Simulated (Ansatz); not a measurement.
Ansatz (a first-principles code) run on LaBPd₃ (P4mm, 5 atoms in the cell): self-consistent single point.

Level of theory: PBEsol, default PAW files made with PBE (plane waves; Ansatz).

```yaml
crystal:
  lattice:
    - [4.39533, 0.00000, 0.00000]
    - [0.00000, 4.39533, 0.00000]
    - [0.00000, 0.00000, 4.39533]
  atoms:
    - { symbol: La, position: [0.00000, 0.00000, 0.01138] }
    - { symbol: B, position: [0.50000, 0.50000, 0.50000] }
    - { symbol: Pd, position: [0.00000, 0.50000, 0.50000] }
    - { symbol: Pd, position: [0.50000, 0.00000, 0.50000] }
    - { symbol: Pd, position: [0.50000, 0.50000, 0.00000] }
```

Reference input (self-consistent single point, DFT, PBEsol, plane waves, default PAW files made with PBE): basis.ecutwfc = 30.9 Ry; kpoints.mp_grid.grid = 8 8 8; hamiltonian.xc = pbesol; hamiltonian.pseudopotentials = {kind: paw} (the program's default PAW files); scf.occupations.method = fermi_dirac; scf.occupations.width = 0.0073 Ry. This run's input differs from it in these lines:

Ansatz 0.2 input:
```diff
@@ -15,3 +15,3 @@
 kpoints:
-  mp_grid: { grid: [8, 8, 8] }
+  mp_grid: { grid: [18, 18, 18] }
 hamiltonian:
@@ -20,3 +20,3 @@
 scf:
-  occupations: { method: fermi_dirac, width: 0.0073 Ry }
+  occupations: { method: fermi_dirac, width: 0.0015 Ry }
 output:
```

Log, with long lists cut:

```
SCF iter   1: F=—  HF=-27036.629582 eV  |F-HF|=—  |Δ(HF+E_count)|=         —  Δρ=1.17e-2  dr2=1.54e-1  ethr=1.77e-3  ⟨swp⟩=5.4  Hψ=78861  notcnv=0  defer=4
all-band conjugate gradients solve this SCF's bands
preconditioner: auto → Kerker (q_TF=auto, 2.629 Å⁻¹)
SCF iter   2: F=—  HF=-27036.603167 eV  |F-HF|=—  |Δ(HF+E_count)|=   2.64e-2  Δρ=3.44e-3  dr2=1.58e-2  ethr=2.27e-4  ⟨swp⟩=2.8  Hψ=43585  notcnv=0  defer=920
SCF iter   3: F=—  HF=-27036.600101 eV  |F-HF|=—  |Δ(HF+E_count)|=   3.07e-3  Δρ=1.04e-3  dr2=1.41e-3  ethr=2.33e-5  ⟨swp⟩=2.1  Hψ=34305  notcnv=0  defer=920
SCF iter   4: F=—  HF=-27036.599772 eV  |F-HF|=—  |Δ(HF+E_count)|=   3.29e-4  Δρ=2.03e-4  dr2=3.89e-5  ethr=2.08e-6  ⟨swp⟩=2.0  Hψ=37382  notcnv=0  defer=920
SCF iter   5: F=—  HF=-27036.599779 eV  |F-HF|=—  |Δ(HF+E_count)|=   7.73e-6  Δρ=5.49e-5  dr2=2.96e-6  ethr=5.72e-8  ⟨swp⟩=2.4  Hψ=35454  notcnv=0  defer=920
SCF iter   6: F=-27036.599779 eV  HF=-27036.599779 eV  |F-HF|=3.54e-8  |Δ(HF+E_count)|=   3.91e-7  Δρ=1.01e-5  dr2=8.81e-8  ethr=1.47e-10  ⟨swp⟩=9.1  Hψ=111921  notcnv=0
SCF 1 converged in 6 iterations: F = -27036.599779 eV  dr2 = 8.81e-8
Free energy (F): -27036.599779 eV
Internal energy: -27036.594362 eV  (E = F + TS)
E sigma→0 (E₀):  -27036.597071 eV
Entropy (-TS):   -0.005417 eV (-1.083 meV/atom)
Fermi energy:    16.323089 eV
--- Forces (eV/Å), atoms counted from 1 ---
  atom   1  La     0.00000000     0.00000000    -0.19055287
  atom   2  B     -0.00000000     0.00000000     0.00641731
  atom   3  Pd     0.00000000     0.00000000     0.10222430
  atom   4  Pd     0.00000000     0.00000000     0.10222430
  atom   5  Pd     0.00000000     0.00000000    -0.02031410
--- Stress (GPa, compression-positive) ---
       -4.296139       0.000000       0.000000
        0.000000      -4.296139       0.000000
        0.000000       0.000000      -4.322433
  P = ⅓ Tr σ = -4.3049 GPa (-43.049 kbar)
  The stress holds the Pulay correction. Without it, at fixed plane waves, as pw.x and ABINIT print it: P = -4.3530 GPa
```

The run converged in 6 iterations. Against the reference run the free energy rises by 12.9 meV/atom, the pressure hardly changes (-4.32 to -4.30 GPa) and the largest force hardly changes (0.194 to 0.191 eV/Å).

The starting cell comes from a database of computed structures (which also holds hypothetical and non-ambient phases and stackings), without a prior relaxation at this level. Its lattice was rescaled by up to half a per cent. One atom was moved a little off its site on purpose. Spin polarisation is off. With a pressure of about -4 GPa the cell is away from its equilibrium volume at this level. Ansatz's pressure includes its estimate of the finite-basis (Pulay) stress.

Cost on one core of a shared machine: roughly 2 min.
